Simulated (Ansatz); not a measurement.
Relaxation of the atoms of TaTc (Pm-3m, 2 atoms in the cell) at several settings

```yaml
crystal:
  lattice:
    - [3.17200, 0.00000, 0.00000]
    - [0.00000, 3.17200, 0.00000]
    - [0.00000, 0.00000, 3.17200]
  atoms:
    - { symbol: Ta, position: [0.00000, 0.00000, 0.00000] }
    - { symbol: Tc, position: [0.50000, 0.50000, 0.50000] }
```

Base: PBEsol, default PAW files made with PBE in Ansatz (a program for electronic structure). Its settings: kpoints.mp_grid.grid = 10 10 10; hamiltonian.xc = pbesol; hamiltonian.pseudopotentials = {kind: paw} (the program's default PAW files); scf.occupations.method = cold; scf.occupations.width = 0.05 eV. Starting volume 15.96 Å³ per atom.

Each line gives the change from the base single point and the result:

- atoms moved at random; scf.convergence.dr2_threshold: default (1e-07 eV) → 0.001 eV; relax: default → atoms; relax.f_tol: default → 0.03 eV/Å: pressure -4.88 GPa; largest force (vector length) 0.005 eV/Å; relaxation steps 3; free energy against the base single point 0.0 meV/atom.
- atoms moved at random; relax: default → atoms; relax.f_tol: default → 0.005 eV/Å: pressure -4.88 GPa; largest force (vector length) 0.005 eV/Å; relaxation steps 4; free energy against the base single point 0.0 meV/atom.

The starting cell comes from a database of published, mostly measured structures (it also holds non-ambient and calculated ones), without a prior relaxation at this level. Spin polarisation is off. Ansatz's pressure includes its estimate of the finite-basis (Pulay) stress.

Left out of this page: 1 run of the series outside the window shown, repeating another row's setting, or not comparable.

Keys are those of Ansatz 0.2.
